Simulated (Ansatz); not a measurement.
Base system: As in the A7 type structure (space group R-3m, No. 166; a = 3.745 Å, c = 9.754 Å (hexagonal axes); layered).

One thing is altered: a free-standing slab of 1 layer (2 atoms, 2 a layer) is cut normal to the stacking axis, with 15 Å of vacuum and the in-plane cell relaxed.

Levels (all Ansatz, a quantum-chemistry and plane-wave program, PAW): PBEsol-D3(BJ) (420 eV, spin-orbit coupling left out); r2SCAN (500 eV, spin-orbit coupling left out); HSE06 (420 eV, spin-orbit coupling left out).

One geometry, relaxed with PBEsol-D3(BJ), under each level:

```csv
level,band gap,lowest conduction level above the VBM at special points
PBEsol-D3(BJ),1.40 eV,K 1.65 eV; M 1.83 eV; Γ 2.16 eV
r2SCAN,1.76 eV,K 1.97 eV; M 2.22 eV; Γ 2.70 eV
HSE06,(withheld),(withheld)
```

Task: Give the withheld HSE06 results.

Result: 
- HSE06, band gap: 2.05 eV
- HSE06, lowest conduction level above the VBM at special points: K 2.30 eV; M 2.51 eV; Γ 3.01 eV

Single points use the geometry relaxed with PBEsol-D3(BJ). HSE06 was sampled on its mesh, a few special points and the semilocal edge points, so its gap is an upper bound. Whether these cells are dynamically stable was not tested. Labels are those of the standard path for the cell's own space group.
